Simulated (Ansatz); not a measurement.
AlB2-type TiB₂ was calculated with PBE-D4 (plane waves, PAW; Ansatz, a quantum-chemistry and plane-wave program).

Run with plane-wave cutoff 520 eV, 24×24×18 k mesh (along the axes of the cell as run), Fermi–Dirac smearing 0.05 eV, no spin polarisation, scalar-relativistic PAW data made under PBE.

Results at a series of volumes:

```
V (Å³/atom)  E − E_lowest (meV/atom)  P (GPa)
-----------  -----------------------  -------
7.962                          11.68    11.66
8.127                           2.83     5.55
8.293                           0.00     0.00
8.459                           2.65    -5.03
8.625                          10.25    -9.59
```

### Question
Estimate the bulk modulus from the pressures at 8.127 and 8.459 Å³/atom, and compare it with a fit to all energies.

### Answer
B = −V dP/dV. Between V = 8.127 and 8.459 Å³/atom, dP/dV = (-5.03 − (5.55))/(8.459 − 8.127) = -31.9 GPa per Å³/atom; at the midpoint 8.293 Å³/atom this gives B ≈ 264 GPa. The third-order Birch–Murnaghan fit gives V0 = 8.293 Å³/atom, B0 = 264 GPa, B′ = 3.9, which lies within 1 % of that estimate.

Shape and atoms are relaxed at each volume.

Measured, for comparison: bulk modulus 240 GPa (room temperature, no zero-point or thermal correction, our sources range from 233 to 250; as tabulated in Synthesis of Binary Transition Metal Nitrides, Carbides and Borides from the …). Computed (rounded) less measured: bulk modulus +10 % (+6 % to +13 % over the range).

Note: the bulk modulus comes from volumes at which shape and atoms were relaxed.

Static lattice: no zero-point or thermal effects.

Computing time: roughly 4 core-minutes.
